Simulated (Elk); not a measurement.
Band structure of ScTa (P4/mmm, 2 atoms in the cell).

```yaml
crystal:
  lattice:
    - [3.10454, 0.00000, 0.00000]
    - [0.00000, 3.10454, 0.00000]
    - [0.00000, 0.00000, 4.06916]
  atoms:
    - { symbol: Sc, position: [0.50000, 0.50000, 0.50000] }
    - { symbol: Ta, position: [0.00000, 0.00000, 0.00000] }
```

Method of the run: PBE, all-electron FP-LAPW, Elk's shipped species files, APW+lo basis with extra local orbitals in Elk.

Settings: xctype = 20; rgkmax = 8; stype = 0; swidth = 0.00734986 Ha; ngridk = 7 7 6; gmaxvr = 16 1/bohr; nxlo = 2; lorbcnd = true; rmtscf = 0.99; lmaxi = 2; maxscl = 100.

The starting cell was generated: these elements placed on a structure prototype, without a prior relaxation; it need not be a known phase or ordering of this composition. Spin-orbit coupling is off. Spin polarisation is off. Values depend on the basis (sphere radii, cutoffs, local orbitals), which need not be converged.

Levels in eV from the Fermi level, bands 16 to 23:
```
point     16     17     18     19    20    21    22    23
-----  -----  -----  -----  -----  ----  ----  ----  ----
Γ      -6.82  -3.08  -2.42   0.98  0.98  1.92  3.02  3.74
X      -3.39  -1.92  -0.81  -0.69  0.69  0.71  1.56  2.57
M      -3.36  -3.00  -1.99  -1.99  2.39  2.39  5.06  5.11
Z      -4.93  -3.18  -1.55   0.29  1.33  2.04  2.04  2.50
R      -3.59  -3.07   0.44   0.68  0.70  0.77  1.01  2.03
A      -2.28  -1.09  -1.09  -0.82  0.17  0.17  2.32  3.35
```

Bands cross the Fermi level along this path, so the cell is metallic at this level.
